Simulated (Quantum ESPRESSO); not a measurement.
A self-consistent single point of RhS (P6_3mc, 4 atoms in the cell) with Quantum ESPRESSO.

Level of theory: PBEsol, GBRV 1.5 ultrasoft (PBESOL) pseudopotentials (plane waves; Quantum ESPRESSO 7.5).

```
RhS
1.0
    3.64000     0.00000     0.00000
   -1.82000     3.15233     0.00000
    0.00000     0.00000     6.43404
Rh S
2 2
Direct
  0.66667   0.33333   0.50583
  0.33333   0.66667   0.00583
  0.66667   0.33333   0.86917
  0.33333   0.66667   0.36917
```

Reference input (self-consistent single point, DFT, PBEsol, plane waves, GBRV 1.5 ultrasoft (PBESOL) pseudopotentials): ecutwfc = 40 Ry; ecutrho = 320 Ry; occupations = smearing; smearing = gaussian; degauss = 0.0073499 Ry; potentials = {Rh: rh_pbesol_v1.4.uspp.F.UPF, S: s_pbesol_v1.4.uspp.F.UPF}; K_POINTS = automatic 8 8 4 0 0 0; conv_thr = 1e-10 Ry; mixing_beta = 0.5. This run's input differs from it in these lines:

```diff
@@ -12,4 +12,4 @@
   ntyp = 2
-  ecutwfc = 40
-  ecutrho = 320
+  ecutwfc = 70
+  ecutrho = 560
   occupations = 'smearing'
```

The program printed (abridged):

```
     Self-consistent Calculation

     iteration #  1     ecut=    70.00 Ry     beta= 0.50

---- Real-time Memory Report at c_bands before calling an iterative solver
           578 MiB given to the printing process from OS
           126 MiB allocation reported by mallinfo(arena+hblkhd)
------------------

     negative rho (up, down):  1.108E-01 0.000E+00

     total energy              =    -389.99552630 Ry
     estimated scf accuracy    <       0.97066155 Ry

     iteration #  2     ecut=    70.00 Ry     beta= 0.50

---- Real-time Memory Report at c_bands before calling an iterative solver
   [... lines left out ...]
           665 MiB given to the printing process from OS
           175 MiB allocation reported by mallinfo(arena+hblkhd)
------------------

     negative rho (up, down):  1.100E-01 0.000E+00

     total energy              =    -390.41335370 Ry
     estimated scf accuracy    <          8.8E-10 Ry

     iteration # 12     ecut=    70.00 Ry     beta= 0.50

---- Real-time Memory Report at c_bands before calling an iterative solver
           665 MiB given to the printing process from OS
           175 MiB allocation reported by mallinfo(arena+hblkhd)
------------------

     negative rho (up, down):  1.100E-01 0.000E+00
     End of self-consistent calculation

     the Fermi energy is    11.0661 ev

!    total energy              =    -390.41335370 Ry
     estimated scf accuracy    <          2.4E-12 Ry
     smearing contrib. (-TS)   =      -0.00120898 Ry
     internal energy E=F+TS    =    -390.41214472 Ry

     convergence has been achieved in  12 iterations

     negative rho (up, down):  1.100E-01 0.000E+00

     Forces acting on atoms (cartesian axes, Ry/au):

     atom    1 type  1   force =     0.00000000   -0.00000000    0.00080312
     atom    2 type  1   force =     0.00000000   -0.00000000    0.00080312
     atom    3 type  2   force =     0.00000000   -0.00000000   -0.00080312
     atom    4 type  2   force =    -0.00000000   -0.00000000   -0.00080312

     Total force =     0.001606     Total SCF correction =     0.000002

     negative rho (up, down):  1.100E-01 0.000E+00
          total   stress  (Ry/bohr**3)                   (kbar)     P=      -66.47
  -0.00047896   0.00000000   0.00000000          -70.46        0.00        0.00
   0.00000000  -0.00047896   0.00000000            0.00      -70.46        0.00
   0.00000000   0.00000000  -0.00039754            0.00        0.00      -58.48

   JOB DONE.
```

The run converged in 12 iterations. Against the reference run the free energy goes down by 6.8 meV/atom, the pressure goes from -7.45 to -6.65 GPa and the largest force stays at 0.021 eV/Å.

The starting cell comes from a database of computed structures (which also holds hypothetical and non-ambient phases and stackings), without a prior relaxation at this level. Spin polarisation is off.

Cost on one core of a shared machine: roughly 2 min.
